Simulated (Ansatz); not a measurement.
How far to go with the plane-wave cutoff: GaCuGeSe4 (C2, 7 atoms in the cell)

```yaml
crystal:
  lattice:
    - [-2.76146, 2.76146, 5.42151]
    - [2.76146, -2.76146, 5.42151]
    - [2.76146, 2.76146, -5.42151]
  atoms:
    - { symbol: Ga, position: [0.50461, 0.50461, 0.00000] }
    - { symbol: Cu, position: [0.25000, 0.75000, 0.50000] }
    - { symbol: Ge, position: [0.75000, 0.25000, 0.50000] }
    - { symbol: Se, position: [0.11400, 0.11832, 0.47142] }
    - { symbol: Se, position: [0.88168, 0.35310, 0.99568] }
    - { symbol: Se, position: [0.64690, 0.64258, 0.52858] }
    - { symbol: Se, position: [0.35742, 0.88600, 0.00432] }
```

Method of the run: LDA (PW92), default PAW files made with PBE (plane waves; Ansatz, a first-principles code).

Base settings: basis.ecutwfc = 420 eV; kpoints.mp_grid.grid = 3 3 3; hamiltonian.xc = lda; hamiltonian.pseudopotentials = {kind: paw} (the program's default PAW files); scf.occupations.method = fixed.

The second cell is the first with its lattice scaled by 0.98.

The mesh stays at the base's, so the ladder's end is converged at best in this setting alone.

The first pressure column holds Ansatz's estimate of the finite-basis (Pulay) stress, which hides part of the cutoff error; the other is without it.

Only quantities that move along the ladder and can be compared are tabulated.

The count of work is k-points × plane waves × bands × iterations; it is no time. 

The starting cell comes from a database of computed structures (which also holds hypothetical and non-ambient phases and stackings), without a prior relaxation at this level. Its lattice was rescaled by up to half a per cent. One atom was moved a little off its site on purpose. In the base run, with a pressure of about -3 GPa the cell is away from its equilibrium volume at this level.

```csv
basis.ecutwfc,free energy less the last step's (meV/atom),energy of the compressed cell less the first (meV/atom),pressure (GPa),pressure without the Pulay estimate (GPa),largest difference of a force vector from the last step's (eV/Å),count of work / last
145 eV,39203.95,-501.34,-17.41,-881.76,2.710,0.061
170 eV,16912.86,264.50,1.48,-434.86,0.878,0.067
190 eV,8648.58,266.24,-2.63,-255.99,0.698,0.084
210 eV,4313.91,20.60,-3.47,-150.54,0.369,0.094
230 eV,2066.73,11.62,-2.57,-86.17,0.125,0.12
250 eV,907.22,11.77,-2.63,-46.22,0.081,0.12
295 eV,118.60,-16.42,-3.33,-11.09,0.015,0.18
335 eV,14.92,-12.36,-3.25,-4.41,0.009,0.19
380 eV,2.71,-12.25,-3.27,-3.36,0.002,0.23
420 eV,1.56,-12.30,-3.28,-3.31,0.000,0.24
460 eV,0.91,-12.34,-3.28,-3.31,0.000,0.27
505 eV,0.50,-12.33,-3.28,-3.29,0.000,0.35
565 eV,0.34,-12.34,-3.28,-3.28,0.000,0.41
630 eV,0.24,-12.34,-3.28,-3.28,0.000,0.49
735 eV,0.09,-12.34,-3.28,-3.28,0.000,0.55
840 eV,0.03,-12.35,-3.28,-3.28,0.000,0.76
1010 eV,0.00,-12.35,-3.28,-3.28,0.000,1.0
```

Coarsest basis.ecutwfc that holds the free energy within 2 meV/atom of the last step, with all finer ones: 420 eV, at 0.24 of the last step's count of work; the step before is off by 2.7 meV/atom.

Coarsest basis.ecutwfc that holds the forces within 0.005 eV/Å of the last step, with all finer ones: 380 eV, at 0.23 of the last step's count of work; the step before is off by 0.009 eV/Å.

Coarsest basis.ecutwfc that holds the energy of the compressed cell less the first within 1 meV/atom of the last step, with all finer ones: 335 eV, at 0.19 of the last step's count of work; the step before is off by 4.1 meV/atom.

The energy difference between the two cells stays within 1 meV/atom of the last step's from 335 eV on, the total only from 460 eV on: much of the error is common to both cells and cancels.

Two neighbours can agree and both be off: 230 eV and 250 eV differ by 0.15 meV/atom in the energy of the compressed cell less the first, yet lie about 24 meV/atom from the last step.

At the lowest cutoff the pressure without the Pulay estimate lies 878 GPa under the last step's, the usual sign of Pulay stress in an incomplete plane-wave basis.

Keys are those of Ansatz 0.2.
